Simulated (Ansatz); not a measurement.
Structure of amorphous Si$_{34}$N$_{36}$ (periodic cell):

```yaml
crystal:
  lattice:
    - [9.58276, 0.17096, -0.37175]
    - [0.17096, 9.43831, -0.31415]
    - [-0.37175, -0.31415, 9.09741]
  atoms:
    - { symbol: Si, position: [0.30620, 0.71923, 0.30800] }
    - { symbol: Si, position: [0.06818, 0.93213, 0.99090] }
    - { symbol: Si, position: [0.36771, 0.51557, 0.99266] }
    - { symbol: Si, position: [0.50759, 0.32525, 0.84578] }
    - { symbol: Si, position: [0.04892, 0.87037, 0.36367] }
    - { symbol: Si, position: [0.95811, 0.67811, 0.46382] }
    - { symbol: Si, position: [0.88557, 0.28162, 0.32950] }
    - { symbol: Si, position: [0.95190, 0.72879, 0.72592] }
    - { symbol: Si, position: [0.86699, 0.14556, 0.79135] }
    - { symbol: Si, position: [0.40478, 0.84784, 0.11289] }
    - { symbol: Si, position: [0.33771, 0.22795, 0.45534] }
    - { symbol: Si, position: [0.74217, 0.67314, 0.10501] }
    - { symbol: Si, position: [0.51708, 0.73379, 0.65223] }
    - { symbol: Si, position: [0.72527, 0.53862, 0.78117] }
    - { symbol: Si, position: [0.79359, 0.81728, 0.88836] }
    - { symbol: Si, position: [0.62111, 0.95285, 0.19000] }
    - { symbol: Si, position: [0.82173, 0.11873, 0.06718] }
    - { symbol: Si, position: [0.96756, 0.70911, 0.08228] }
    - { symbol: Si, position: [0.51796, 0.57834, 0.34478] }
    - { symbol: Si, position: [0.11855, 0.21026, 0.13753] }
    - { symbol: Si, position: [0.01798, 0.42518, 0.65074] }
    - { symbol: Si, position: [0.30166, 0.94397, 0.58320] }
    - { symbol: Si, position: [0.34564, 0.03894, 0.92238] }
    - { symbol: Si, position: [0.27047, 0.49688, 0.67063] }
    - { symbol: Si, position: [0.72307, 0.73757, 0.41010] }
    - { symbol: Si, position: [0.06701, 0.16040, 0.54808] }
    - { symbol: Si, position: [0.55421, 0.06718, 0.66563] }
    - { symbol: Si, position: [0.61627, 0.31937, 0.18446] }
    - { symbol: Si, position: [0.27780, 0.76611, 0.82582] }
    - { symbol: Si, position: [0.14088, 0.53114, 0.08697] }
    - { symbol: Si, position: [0.18061, 0.42093, 0.36790] }
    - { symbol: Si, position: [0.79276, 0.04775, 0.48439] }
    - { symbol: Si, position: [0.61835, 0.31548, 0.51346] }
    - { symbol: Si, position: [0.86275, 0.39719, 0.04184] }
    - { symbol: N, position: [0.73971, 0.06127, 0.66795] }
    - { symbol: N, position: [0.34019, 0.66772, 0.67364] }
    - { symbol: N, position: [0.89591, 0.99899, 0.92528] }
    - { symbol: N, position: [0.04778, 0.37553, 0.07613] }
    - { symbol: N, position: [0.24419, 0.26037, 0.27848] }
    - { symbol: N, position: [0.35168, 0.42230, 0.82051] }
    - { symbol: N, position: [0.48024, 0.14145, 0.82970] }
    - { symbol: N, position: [0.54979, 0.39272, 0.34908] }
    - { symbol: N, position: [0.76967, 0.22738, 0.44773] }
    - { symbol: N, position: [0.99153, 0.23603, 0.70217] }
    - { symbol: N, position: [0.24110, 0.11762, 0.54791] }
    - { symbol: N, position: [0.97431, 0.01908, 0.47245] }
    - { symbol: N, position: [0.78901, 0.38312, 0.20737] }
    - { symbol: N, position: [0.50481, 0.17798, 0.51978] }
    - { symbol: N, position: [0.10117, 0.77939, 0.86204] }
    - { symbol: N, position: [0.65926, 0.12880, 0.14785] }
    - { symbol: N, position: [0.96002, 0.15421, 0.20193] }
    - { symbol: N, position: [0.70455, 0.92220, 0.36918] }
    - { symbol: N, position: [0.17626, 0.08611, 0.00373] }
    - { symbol: N, position: [0.03241, 0.33691, 0.45339] }
    - { symbol: N, position: [0.63957, 0.65509, 0.24456] }
    - { symbol: N, position: [0.59582, 0.65415, 0.50545] }
    - { symbol: N, position: [0.51116, 0.38774, 0.03739] }
    - { symbol: N, position: [0.75796, 0.53021, 0.97080] }
    - { symbol: N, position: [0.30680, 0.40613, 0.51104] }
    - { symbol: N, position: [0.69612, 0.84818, 0.04871] }
    - { symbol: N, position: [0.48260, 0.90913, 0.60361] }
    - { symbol: N, position: [0.62429, 0.39143, 0.70425] }
    - { symbol: N, position: [0.39075, 0.70289, 0.97390] }
    - { symbol: N, position: [0.05238, 0.86394, 0.16506] }
    - { symbol: N, position: [0.22848, 0.84734, 0.43030] }
    - { symbol: N, position: [0.80725, 0.24823, 0.93611] }
    - { symbol: N, position: [0.65133, 0.71129, 0.78519] }
    - { symbol: N, position: [0.89482, 0.53980, 0.72162] }
    - { symbol: N, position: [0.28060, 0.93706, 0.77144] }
    - { symbol: N, position: [0.19172, 0.57126, 0.27541] }
```

Methods: PBE, scalar-relativistic without spin-orbit coupling (Ansatz, an electronic-structure program); r2SCAN, scalar-relativistic without spin-orbit coupling (Ansatz); HSE06, scalar-relativistic without spin-orbit coupling (Ansatz). Neutral PBE cell, which sets geometry, pressure and energy: sampling: a 2×2×2 Γ-centred mesh; Fermi-Dirac width 0.02 eV; no spin polarisation. The usual formal charges leave 28 electrons over, so the level spacing at the Fermi energy parts defect or band states and needn't be the band gap. Exact exchange is cut at the faces of this 9 Å cell, which leaves hybrid gaps a finite-size error.

Preparation: random packing, a CHGNet melt and quench, and a DFT relaxation. N atoms were pushed apart under 1.9 Å during the dynamics, to hinder bonds among them. The hot cell started wider than the set density and was brought back towards it in steps. It is the lowest in DFT energy of 2 quenches. It is a model cell: composition and starting density were chosen by hand, and all elements were melted together. No dispersion term was used. Its density started from a set value of 3.00 and ended at 2.95 g/cm³. The simulated quench (nominally 300 K/ps over its main leg) is rapid and tends to freeze in more defects than a deposited or slowly cooled glass has. A cell of this size samples the disorder only roughly. Volume and shape were free in the relaxation.

**Question.** Give the pressure, the energy against reference phases and the spacing of the highest filled and lowest empty levels.

**Answer.** 
```yaml
Pressure on a 2×2×2 Γ-centred mesh: -0.02 GPa
Largest force and stress component on that mesh (the relaxation ran on the zone centre alone): 0.30 eV/Å and 0.3 GPa
Energy relative to beta Si3N4 + silicon (lowest mix at this level among the phases computed, not always the ambient ones): 398 meV/atom
Level spacing at the Fermi energy on a 2×2×2 Γ-centred mesh (PBE): 0.76 eV
Level spacing at the Fermi energy at the zone centre (PBE): 1.02 eV
Level spacing at the Fermi energy at the zone centre (r2SCAN): 1.24 eV
Level spacing at the Fermi energy at the zone centre (HSE06): 1.75 eV
Distance between the nearest levels spread over more than a fifth of the atoms or a third of the atoms of their main element (six at least) (PBE, zone centre): 1.02 eV
```

**Question.** At PBE and the zone centre, how localised are the states just below and above the Fermi level (participation number: the atoms over which a state spreads)?

**Answer.** The highest filled state is spread over 13.6 atoms' worth, largest on Si6, with weights by element (charge in smoothed Voronoi cells) Si 0.66, N 0.34. The lowest empty state is spread over 12.1 atoms' worth, largest on Si23, with weights by element (charge in smoothed Voronoi cells) Si 0.69, N 0.31.

Neighbours within Si-Si 2.60 Å, Si-N 2.12 Å, N-N 1.70 Å count as bonded. Two cations that share two anions don't count as bonded, nor two that share one unless they lie closer than Si-Si 2.38 Å.

Added carriers, by PBE, scalar-relativistic without spin-orbit coupling (Ansatz) on the zone centre alone. Charged cells keep the cell fixed and stand in a uniform background, with no image correction, at a width of 0.01 eV; where the count is odd the moment is locked at 1 μB, unless the neutral cell bore moments. Each starts from the undistorted neutral geometry alone. PBE's self-interaction favours spread-out carriers, so it can miss traps that a hybrid finds.

**Question.** What happens at PBE when the cell takes an extra electron and the atoms relax?

**Answer.** Relaxation lowers the charged cell by 0.41 eV. The largest moves are N41 0.22 Å, Si23 0.19 Å, N53 0.15 Å, Si10 0.14 Å. The level that holds the added charge spreads over 7.2 atoms' worth, most on Si23 (weight 0.32): a partly localised carrier. Bonds broken: Si23-N41. Made neutral again at that geometry, the cell lies +0.57 eV from the neutral start (a closed shell was imposed there, with levels 0.10 eV apart, so this is an upper bound).

**Question.** What happens at PBE when the cell takes a hole and the atoms relax?

**Answer.** Relaxation lowers the charged cell by 0.23 eV. The largest moves are Si6 0.14 Å, N70 0.11 Å, Si8 0.09 Å, Si21 0.08 Å. The level that was emptied spreads over 11.3 atoms' worth, most on Si6 (weight 0.24): a partly localised carrier. No bond crosses its cut-off with a change of over 0.15 Å. Made neutral again at that geometry, the cell lies +0.24 eV from the neutral start (a closed shell was imposed there, with levels 0.49 eV apart, so this is an upper bound).

A PBE run started with 1 μB on atoms that lack a bond or may hold spare charge lost its moments; other starts weren't tried.
